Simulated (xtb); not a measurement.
xtb 6.7.1, GFN2-xTB: Fe(SH)(k2OAc)(dme) (CC1[O][Fe]2([SH])(<-[O]=1)<-[O](C)CC[O]->2C), charge 0, multiplicity 5, 26 atoms. The geometry is a generated start, not checked to be a minimum at this level.

```yaml
method: GFN2-xTB
"--acc": 1 (default)
"--etemp (K)": 300 (default)
detailed input (--input): "none: ANC optimiser, Lindh (1995) Hessian, microcycle=20, maxdispl=1.0, hlow=0.01 (default)"
basis_functions: 74
valence_electrons: 76
```

```xyz
26

Fe     0.9272     0.0013     0.6885
S      1.3890    -1.6801     2.1602
H      0.2892    -2.4299     2.1275
C      2.0995     3.9448     0.6506
C      1.6207     2.5078     0.6088
O      2.2625     1.6606    -0.0632
O      0.5738     2.1804     1.2255
H      1.8125     4.4031     1.5923
H      3.1775     3.9740     0.5199
H      1.6318     4.4945    -0.1639
C     -2.3588    -0.1087     1.4095
O     -1.4392    -0.2046     0.3387
C     -1.8018    -1.1368    -0.6610
C     -0.8277    -0.9337    -1.8261
O      0.5182    -1.1028    -1.4291
C      0.9993    -2.4336    -1.5219
H     -1.9826     0.6843     2.0520
H     -2.4148    -1.0474     1.9697
H     -3.3536     0.1523     1.0363
H     -2.8307    -0.9521    -1.0001
H     -1.7382    -2.1626    -0.2676
H     -0.9048     0.1048    -2.1628
H     -1.0757    -1.6106    -2.6520
H      0.4617    -3.1131    -0.8549
H      2.0447    -2.3979    -1.2242
H      0.9204    -2.7940    -2.5527
```

Charge 0 and multiplicity 5 are set for this test and not shown to be the ground state. GFN-xTB has no spin term: --uhf 4 sets the occupations alone.

The structure is relaxed from this start with --opt LEVEL for the levels crude, sloppy, loose, lax, normal, tight, vtight, extreme, once each. Up to the end of the extreme run atoms move by at most 1.8 Å along an axis.

Task: What is the loosest level that ends within 1 meV of the extreme run, and how many cycles does it take?

Result: normal: 52 cycles against 68, ending 0.17 meV above.

| level | cycles | energy above the extreme run (meV) | gradient norm (eV/Å) |
|---|---|---|---|
| crude | 1 | 100 | 0.15 |
| sloppy | 1 | 100 | 0.15 |
| loose | 1 | 100 | 0.15 |
| lax | 48 | 1.3 | 0.12 |
| normal | 52 | 0.17 | 0.027 |
| tight | 53 | 0.15 | 0.036 |
| vtight | 64 | under 0.01 | 0.0021 |
| extreme | 68 | — | 0.00096 |
